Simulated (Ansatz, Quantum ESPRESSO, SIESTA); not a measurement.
LiMg (P1, 6 atoms in the cell) computed with different codes at matched settings

Self-consistent single point, at a second geometry (atoms moved at random). First geometry:

```
CELL_PARAMETERS angstrom
      4.89958     0.00000     0.00000
      0.00000     1.70043     7.34607
      0.00000    -1.70043     7.34607
ATOMIC_POSITIONS crystal
  Li 0.00000 0.30594 0.30594
  Li 0.50000 0.47486 0.47486
  Li 0.50000 0.13544 0.13544
  Mg 0.00000 0.96800 0.96800
  Mg 0.00000 0.64382 0.64382
  Mg 0.50000 0.80526 0.80526
```

Second geometry:
```yaml
crystal:
  lattice:
    - [4.89958, 0.00000, 0.00000]
    - [0.00000, 1.70043, 7.34607]
    - [0.00000, -1.70043, 7.34607]
  atoms:
    - { symbol: Li, position: [0.00202, 0.31116, 0.29826] }
    - { symbol: Li, position: [0.49704, 0.46386, 0.48236] }
    - { symbol: Li, position: [0.51037, 0.15048, 0.11627] }
    - { symbol: Mg, position: [0.99829, 0.95901, 0.98203] }
    - { symbol: Mg, position: [0.00206, 0.65197, 0.64001] }
    - { symbol: Mg, position: [0.49022, 0.79684, 0.81439] }
```

Shared settings, as Ansatz (a first-principles code) writes them: kpoints.mp_grid.grid = 5 7 7; scf.occupations.method = gaussian; scf.occupations.width = 0.2 eV. Potentials and cutoffs stand in the table.

```tsv
code	model	ΔF from the first geometry (meV/atom)	pressure (GPa)	largest force (eV/Å)	cutoff
SIESTA	LDA PW92, numerical atomic orbitals DZP, PseudoDojo LDA standard norm-conserving potentials (rewritten from UPF to PSML)	3.6	-1.30	0.212	grid 350 Ry
Quantum ESPRESSO	LDA (PZ), GBRV 1.5 ultrasoft (LDA) pseudopotentials	2.8	-1.67	0.164	40 Ry
Ansatz	LDA (PW92), PAW files made with PBE	2.8	-1.67	0.164	420 eV
```

Size of the force on each atom (eV/Å): Sizes of forces hide their directions.

| code | Li1 | Li2 | Li3 | Mg4 | Mg5 | Mg6 |
|---|---|---|---|---|---|---|
| SIESTA | 0.212 | 0.061 | 0.168 | 0.178 | 0.075 | 0.202 |
| Quantum ESPRESSO | 0.164 | 0.037 | 0.147 | 0.078 | 0.115 | 0.152 |
| Ansatz | 0.164 | 0.037 | 0.147 | 0.078 | 0.116 | 0.150 |

The spread over the programs that give each value: ΔF from the first geometry within 0.8 meV/atom; pressure within 0.37 GPa; largest force within 0.048 eV/Å.

SIESTA uses small atom-centred bases, whose incompleteness enters pressures, forces and empty levels differently from a plane-wave cutoff. Ansatz's pressure is given at a fixed set of plane waves, as the other plane-wave codes print theirs. The same LDA comes in different parametrisations, which differ slightly. In the force vectors, SIESTA (by 0.122) lies more than 0.08 eV/Å from the median of the plane-wave programs.

The starting cell comes from a database of computed structures (which also holds hypothetical and non-ambient phases and stackings), without a prior relaxation at this level. For this run, on top of that: atoms moved at random.

Left out of this page: CP2K (unsound by tests on forces, stress, charge or solver warnings).

Keys are those of Ansatz 0.2.
